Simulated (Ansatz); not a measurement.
Consider InP in the zinc blende structure (space group F-43m, No. 216; a = 5.960 Å).

Calculations: PBE in Ansatz (plane waves to 420 eV, PAW, without spin-orbit coupling), earlier PAW set.

Before the change:

```
Quantity                Result
-------------  ---------------
Density             4.57 g/cm³
Electron mass  0.037 mₑ (at Γ)
Gap character      direct at Γ
```

One thing is altered: cell and atoms relaxed at a pressure of 10 GPa.

Task: What happens to the density, electron mass and gap character?

Result: The density goes up by 0.612 g/cm³, from 4.57 g/cm³ to 5.19 g/cm³; the electron mass goes from 0.037 mₑ (at Γ) to 0.084 mₑ (at Γ); the gap character remains direct at Γ.

Load acts through the strain it causes; cell and atoms are relaxed under it. Masses are band curvatures over ±0.01 Å⁻¹ around the edge. Stability against distortions was not tested. Measured, InP leaves this structure (for rock salt) near 9.8 GPa (temperature not stated; as listed in Datta, Sujoy, Jana, Debnarayan, arXiv (2020)).

Ansatz is a program for electronic structure.
